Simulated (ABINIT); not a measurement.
ABINIT run on AgI (F-43m, 2 atoms in the cell): relaxation of cell and atoms.

Level of theory: PBE, PAW (JTH v2.0 PBE PAW) (plane waves; ABINIT 10.0.3).

Input:

```
# AgI, JTH v2.0 PBE PAW
pp_dirpath "./"
pseudos "Ag.GGA_PBE-JTH.xml, I.GGA_PBE-JTH.xml"
acell 3*1.0
rprim
         0.0000000000    6.0968215062    6.0968215062
         6.0968215062    0.0000000000    6.0968215062
         6.0968215062    6.0968215062    0.0000000000
natom 2
ntypat 2
znucl 47 53
typat 1 2
xred
         0.0000000000    0.0000000000    0.0000000000
         0.7500000000    0.7500000000    0.7500000000
ecut 544 eV
pawecutdg 1088 eV
pawxcdev 0
occopt 3
tsmear 0.01 eV
nband 14
kptopt 1
ngkpt 9 9 9
nshiftk 1
shiftk 0 0 0
nstep 80
tolvrs 1.0e-11
ionmov 22
ntime 40
tolmxf 1.0e-04
optcell 2
dilatmx 1.08
ecutsm 0.5
prtwf 0
prtden 0
enunit 1
```

Output, abridged:

```
--- !BeginCycle
solver: {iscf: 17, nstep: 80, nline: 4, wfoptalg: 10, }
tolerances: {tolvrs: 1.00E-11, }
...

     iter   Etot(hartree)      deltaE(h)  residm     nres2
 ETOT  1  -49.880296879282    -4.988E+01 3.417E-02 1.387E+00
 ETOT  2  -49.903948788845    -2.365E-02 1.586E-03 3.017E-01
 ETOT  3  -49.903072678366     8.761E-04 1.598E-04 2.304E-02
 ETOT  4  -49.903064920090     7.758E-06 5.650E-05 2.813E-03
 ETOT  5  -49.903072676544    -7.756E-06 9.819E-06 3.044E-04
   [... 4 lines left out ...]
 ETOT 10  -49.903075996822    -9.267E-10 1.623E-05 1.475E-09
 ETOT 11  -49.903075996857    -3.530E-11 2.422E-06 4.226E-10
 ETOT 12  -49.903075996864    -6.906E-12 1.047E-05 5.582E-11
 ETOT 13  -49.903075996866    -2.224E-12 1.518E-06 7.174E-12
 At SCF step   13       nres2   =  7.17E-12 < tolvrs=  1.00E-11 =>converged.

 Cartesian components of stress tensor (hartree/bohr^3)
  sigma(1 1)= -9.96511790E-05  sigma(3 2)=  0.00000000E+00
  sigma(2 2)= -9.96511790E-05  sigma(3 1)=  0.00000000E+00
  sigma(3 3)= -9.96511790E-05  sigma(2 1)=  0.00000000E+00

 ----iterations are completed or convergence reached----

 reduced coordinates (array xred) for    2 atoms
       0.000000000000      0.000000000000     -0.000000000000
       0.750000000000      0.750000000000      0.750000000000
 cartesian forces (eV/Angstrom) at end:
    1      0.00000000000000     0.00000000000000     0.00000000000000
    2     -0.00000000000000    -0.00000000000000    -0.00000000000000
 frms,max,avg= 2.1532494E-30 2.1532494E-30   0.000E+00  0.000E+00  0.000E+00 e/A
   [... lines left out ...]
 Fermi (or HOMO) energy (eV) =  -2.22828   Average Vxc (eV)=  -8.17657
   [... lines left out ...]
'-kT*entropy'       :  2.82238407794873E-16
total_energy        : -4.99049715612955E+01
total_energy_eV     : -1.35798333767679E+03
...

-Cartesian components of stress tensor (GPa)         [Pressure=  1.2996E-03 GPa]
- sigma(1 1)= -1.29959275E-03  sigma(3 2)=  0.00000000E+00
- sigma(2 2)= -1.29959275E-03  sigma(3 1)=  0.00000000E+00
- sigma(3 3)= -1.29959275E-03  sigma(2 1)=  0.00000000E+00

 Calculation completed.
```

The run converged. 

Summary of the result:
```
Quantity                                                                             Value
------------------------------------------------  ----------------------------------------
Free energy E − TS                                                             -1357.98 eV
Top of the valence band (on the code's own zero)                                  -3.01 eV
Gap on the k-point mesh                                                            1.35 eV
Pressure                                                                          0.00 GPa
Final cell                                        a = b = c = 4.6995 Å, α = β = γ = 60.00°
Final volume per atom                                                             36.69 Å³
Relaxation steps                                                                         5
```

The starting cell comes from a database of computed structures (which also holds hypothetical and non-ambient phases and stackings), without a prior relaxation at this level. Its lattice was rescaled by a random factor within 2.5 % of one. Spin-orbit coupling is off. The relaxation keeps the symmetry of its start, so its end need not be a minimum.

Cost on one core of a shared machine: roughly 3 min.
